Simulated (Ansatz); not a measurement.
The reference is BaTiO3 (space group P4mm, No. 99; a = 3.985 Å, c = 4.204 Å).

Calculations: PBE/PAW in Ansatz (a quantum-chemistry and plane-wave program), no SOC, earlier PAW set.

For the base:

The pressure comes out as 0.00 GPa.

Modification: every lattice vector is shortened by 2.12 %; the atoms relax in the strained cell.

### Question
What happens to the mean gap deformation potential ΔEg/Δln V, largest internal atomic displacement, energy relative to the base and pressure?

### Answer
The mean gap deformation potential ΔEg/Δln V comes out as -1.3 eV; the largest internal atomic displacement is 0.040 Å; the energy grows by 23 meV/atom; the pressure (mean of the normal stresses, compression positive) goes from zero to 9.52 GPa.

Whether these cells are dynamically stable was not tested. The final runs are not spin-polarised.
